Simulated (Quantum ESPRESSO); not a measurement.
Worked example: self-consistent single point of SrCoN2 (P2_1/c, 16 atoms in the cell) in Quantum ESPRESSO.

Computed with PBEsol, SSSP 1.1.2 efficiency (PBE) pseudopotentials (plane waves; Quantum ESPRESSO).

```
CELL_PARAMETERS angstrom
      5.99370     0.00000     0.00000
      0.00000     8.04554     0.00000
     -2.32137     0.00000     4.80915
ATOMIC_POSITIONS crystal
  Sr 0.32458 0.09599 0.66536
  Sr 0.67542 0.90401 0.33464
  Sr 0.67542 0.59599 0.83464
  Sr 0.32458 0.40401 0.16536
  Co 0.08375 0.63335 0.48478
  Co 0.91625 0.36665 0.51522
  Co 0.91625 0.13335 0.01522
  Co 0.08375 0.86665 0.98478
  N  0.24802 0.06692 0.14062
  N  0.75198 0.93308 0.85938
  N  0.75198 0.56692 0.35938
  N  0.24802 0.43308 0.64062
  N  0.14497 0.69055 0.19961
  N  0.85503 0.30945 0.80039
  N  0.85503 0.19055 0.30039
  N  0.14497 0.80945 0.69961
```

Reference input (self-consistent single point, DFT, PBEsol, plane waves, SSSP 1.1.2 efficiency (PBE) pseudopotentials): ecutwfc = 50 Ry; ecutrho = 400 Ry; occupations = smearing; smearing = fermi-dirac; degauss = 0.0099958 Ry; input_dft = pbesol; potentials = {Sr: Sr_pbe_v1.uspp.F.UPF, Co: Co_pbe_v1.2.uspp.F.UPF, N: N.pbe-n-radius_5.UPF}; K_POINTS = automatic 4 3 4 0 0 0; conv_thr = 1e-10 Ry; mixing_beta = 0.7. This run's input differs from it in these lines:

```diff
@@ -16,3 +16,3 @@
   smearing = 'fermi-dirac'
-  degauss = 0.0099958
+  degauss = 0.02205
   input_dft = 'pbesol'
@@ -49,3 +49,3 @@
 K_POINTS {automatic}
-4 3 4  0 0 0
+4 3 5  0 0 0
```

The program printed (abridged):

```
     Self-consistent Calculation

     iteration #  1     ecut=    50.00 Ry     beta= 0.70

     negative rho (up, down):  2.529E-01 0.000E+00

     total energy              =   -1607.24291832 Ry
     estimated scf accuracy    <      36.93118836 Ry

     iteration #  2     ecut=    50.00 Ry     beta= 0.70

     negative rho (up, down):  2.542E-01 0.000E+00

     total energy              =   -1624.41369533 Ry
     estimated scf accuracy    <     188.00921570 Ry

     iteration #  3     ecut=    50.00 Ry     beta= 0.70

     negative rho (up, down):  2.563E-01 0.000E+00

     total energy              =   -1632.91022482 Ry
     estimated scf accuracy    <      28.61657256 Ry

   [... 12 blocks of this kind left out ...]

     iteration # 16     ecut=    50.00 Ry     beta= 0.70

     negative rho (up, down):  2.624E-01 0.000E+00

     total energy              =   -1634.03822472 Ry
     estimated scf accuracy    <          2.5E-10 Ry

     iteration # 17     ecut=    50.00 Ry     beta= 0.70

     negative rho (up, down):  2.624E-01 0.000E+00
     End of self-consistent calculation

     the Fermi energy is    10.3651 ev

!    total energy              =   -1634.03822472 Ry
     estimated scf accuracy    <          9.3E-12 Ry
     smearing contrib. (-TS)   =      -0.19999256 Ry
     internal energy E=F+TS    =   -1633.83823216 Ry

     convergence has been achieved in  17 iterations

     negative rho (up, down):  2.624E-01 0.000E+00

     Forces acting on atoms (cartesian axes, Ry/au):

     atom    1 type  1   force =    -0.00286334   -0.00178532   -0.00085220
     atom    2 type  1   force =     0.00286334    0.00178532    0.00085220
     atom    3 type  1   force =     0.00286334   -0.00178532    0.00085220
     atom    4 type  1   force =    -0.00286334    0.00178532   -0.00085220
     atom    5 type  2   force =    -0.00047193   -0.00101393   -0.00472531
   [... lines left out ...]
     Total force =     0.039653     Total SCF correction =     0.000009
   [... lines left out ...]

     negative rho (up, down):  2.624E-01 0.000E+00
          total   stress  (Ry/bohr**3)                   (kbar)     P=      -53.56
  -0.00034659   0.00000000  -0.00003937          -50.99        0.00       -5.79
   0.00000000  -0.00041874   0.00000000            0.00      -61.60        0.00
  -0.00003937   0.00000000  -0.00032704           -5.79        0.00      -48.11

   JOB DONE.
```

The run converged in 17 iterations. Against the reference run the free energy falls by 63.3 meV/atom, the pressure goes from -6.40 to -5.36 GPa and the largest force goes from 0.490 to 0.444 eV/Å.

The starting cell comes from a database of computed structures (which also holds hypothetical and non-ambient phases and stackings), without a prior relaxation at this level. Spin polarisation is off, so a magnetic state, if there is one, cannot be reached. With a pressure of about -5 GPa the cell is away from its equilibrium volume at this level.

Cost on one core of a shared machine: roughly 20 min.
